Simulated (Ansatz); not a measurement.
Ansatz (an electronic-structure program) run on a (001) slab of HfGeTe (cut from a parent of space group no. 129; 6 atoms in the cell): self-consistent single point.

Method of the run: PBEsol, default PAW files made with PBE (plane waves; Ansatz).

```
HfGeTe
1.0
    3.74425     0.00000     0.00000
    0.00000     3.74425     0.00000
    0.00000     0.00000    20.91520
Hf Ge Te
2 2 2
Direct
  0.00000   0.50000   0.39861
  0.50000   0.00000   0.60140
  0.00000   0.00000   0.50000
  0.50000   0.50000   0.50000
  0.50000   0.00000   0.33469
  0.00000   0.50000   0.66531
```

Reference input (self-consistent single point, DFT, PBEsol, plane waves, default PAW files made with PBE): basis.ecutwfc = 30.9 Ry; kpoints.mp_grid.grid = 8 8 1; hamiltonian.xc = pbesol; hamiltonian.pseudopotentials = {kind: paw} (the program's default PAW files); scf.occupations.method = gaussian; scf.occupations.width = 0.0073 Ry. This run's input differs from it in these lines:

Ansatz 0.2 input:
```diff
@@ -13,3 +13,3 @@
 basis:
-  ecutwfc: 30.9 Ry
+  ecutwfc: 46.3 Ry
 kpoints:
```

Output, abridged:

```
SCF iter   1: F=—  HF=-53510.210508 eV  |F-HF|=—  |Δ(HF+E_count)|=         —  Δρ=2.71e-3  dr2=2.15e-2  ethr=1.77e-3  ⟨swp⟩=7.5  Hψ=3976  notcnv=0  defer=2
all-band conjugate gradients solve this SCF's bands
preconditioner: auto → LDOS
SCF iter   2: F=—  HF=-53510.214185 eV  |F-HF|=—  |Δ(HF+E_count)|=   3.68e-3  Δρ=1.19e-3  dr2=4.22e-3  ethr=1.92e-5  ⟨swp⟩=2.8  Hψ=2114  notcnv=0  defer=37
   [... lines left out ...]
SCF iter   4: F=—  HF=-53510.210769 eV  |F-HF|=—  |Δ(HF+E_count)|=   3.64e-4  Δρ=1.47e-4  dr2=9.90e-5  ethr=5.60e-7  ⟨swp⟩=2.2  Hψ=1805  notcnv=0  defer=37
SCF iter   5: F=—  HF=-53510.210818 eV  |F-HF|=—  |Δ(HF+E_count)|=   4.96e-5  Δρ=3.91e-5  dr2=4.47e-6  ethr=8.84e-8  ⟨swp⟩=2.0  Hψ=1773  notcnv=0  defer=37
SCF iter   6: F=—  HF=-53510.210820 eV  |F-HF|=—  |Δ(HF+E_count)|=   1.29e-6  Δρ=1.45e-5  dr2=8.94e-7  ethr=3.99e-9  ⟨swp⟩=2.3  Hψ=1811  notcnv=0  defer=37
SCF iter   7: F=-53510.210821 eV  HF=-53510.210821 eV  |F-HF|=7.83e-8  |Δ(HF+E_count)|=   9.59e-7  Δρ=4.21e-6  dr2=5.02e-8  ethr=8.93e-11  ⟨swp⟩=11.3  Hψ=5296  notcnv=0
SCF 1 converged in 7 iterations: F = -53510.210821 eV  dr2 = 5.02e-8
Free energy (F): -53510.210821 eV
Internal energy: -53510.199962 eV  (E = F + TS)
E sigma→0 (E₀):  -53510.205391 eV
Entropy (-TS):   -0.010859 eV (-1.810 meV/atom)
Fermi energy:    4.213073 eV
--- Forces (eV/Å), atoms counted from 1 ---
  atom   1  Hf     0.00000000     0.00000000    -0.04256868
  atom   2  Hf     0.00000000     0.00000000     0.04256868
  atom   3  Ge     0.00000000     0.00000000    -0.00000000
  atom   4  Ge     0.00000000     0.00000000    -0.00000000
  atom   5  Te     0.00000000     0.00000000     0.20727101
  atom   6  Te     0.00000000     0.00000000    -0.20727101
--- Stress (GPa, compression-positive) ---
       -1.633284       0.000000       0.000000
        0.000000      -1.633284       0.000000
        0.000000       0.000000      -0.684750
  P = ⅓ Tr σ = -1.3171 GPa (-13.171 kbar)
  The stress holds the Pulay correction. Without it, at fixed plane waves, as pw.x and ABINIT print it: P = -1.3182 GPa
```

The run converged in 7 iterations. Against the reference run the free energy goes down by 1.1 meV/atom and the largest force stays at 0.207 eV/Å.

The starting cell comes from a database of computed structures (which also holds hypothetical and non-ambient phases and stackings), without a prior relaxation at this level. The slab is cut from that crystal, and its faces are unrelaxed. Its lattice was rescaled by up to half a per cent. Spin-orbit coupling is off. Spin polarisation is off, though cut faces can carry moments; the slab shows no gap.

Cost on one core of a shared machine: roughly 30 s.
